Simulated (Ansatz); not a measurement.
# Hypothetical P6_3/mmc PbI2 under a change: 2 layers

The parent structure is PbI2 in the 2H-MoS2 type structure (space group P6_3/mmc, No. 194; a = 4.273 Å, c = 14.362 Å; a hypothetical phase, not in the database extracts checked).

It is then changed as follows: a free-standing slab of 2 layers (6 atoms, 3 a layer) is cut normal to the stacking axis, with 15 Å of vacuum and the in-plane cell relaxed.

All numbers come from Ansatz (a first-principles code) PBEsol-D3(BJ), no spin-orbit coupling, earlier PAW set. Settings: 9×9×1 k-points, 0.05 eV Fermi–Dirac smearing, for the changed cell.

The layer's space group (with vacuum) comes out as P-3m1 (No. 164) and the shortest interatomic distance increases by 0.003 Å (3.202 Å → 3.205 Å). The band gap rises by 0.435 eV, from 1.39 eV to 1.83 eV and the gap character comes out as indirect, K–Γ (83 % along) → K. The smallest direct gap rises by 0.24 eV, from 2.01 eV to 2.25 eV and the electron mass (in plane) comes out as 0.56 mₑ (at K). The excess energy per area of both faces (slab less bulk energy over the cell's area: twice a surface energy) comes out as 0.36 J/m² and the thickness between the outermost nuclei comes out as 11.28 Å. The in-plane lattice parameter a increases by 0.007 Å, from 4.273 Å to 4.280 Å.

Slab and bulk use different k-meshes, which limits the precision of the excess energy. With I and Pb present, leaving out spin-orbit coupling can change the band edges. Masses are band curvatures over ±0.01 Å⁻¹ around the edge. No phonon test of stability was made. Labels are those of the standard path for the cell's own space group.
